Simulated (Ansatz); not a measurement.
Take Ca in the simple cubic structure (space group Pm-3m, No. 221; a = 3.460 Å; a cell from a computed database, its experimental status unchecked) as the base.

Level of theory: PBEsol/PAW in Ansatz (a program for electronic structure), no SOC.

Before the change:

| Quantity | Result |
|---|---|
| Lattice parameter a | 3.460 Å |

Modification: a hydrostatic pressure of 3 GPa.

### Question
Estimate the effect on the lattice parameter a.

### Answer
The lattice parameter a falls by 0.215 Å to 3.245 Å.

Load acts through the strain it causes; cell and atoms are relaxed under it. No phonon test of stability was made. This is not the structure that Ca has at room temperature and ambient pressure.
